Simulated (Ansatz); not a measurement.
Base system: HfN in the rock salt structure (space group Fm-3m, No. 225; a = 4.4683 Å; relaxed with 0.1 eV smearing). Axes: x, y, z lie along the cube axes.

Calculations: LDA, PAW, 420 eV (Ansatz, an electronic-structure program; without spin-orbit coupling).

Before the change:

| Quantity | Result |
|---|---|
| Shortest interatomic distance | 2.234 Å |

The change: the cell is stretched by 2.50 % along z with no lateral relaxation, atoms relaxed at fixed cell.

Q: What happens to the shortest interatomic distance and stress?

A: The shortest interatomic distance remains 2.234 Å; the stress (xx, yy, zz, yz, xz, xy; compression positive) amounts to (-2.7, -2.7, -14.6, 0.0, 0.0, 0.0) GPa.

The cells carry an imposed strain or load. No phonon test of stability was made. The final runs are not spin-polarised. An odd electron count without spin: HfN.
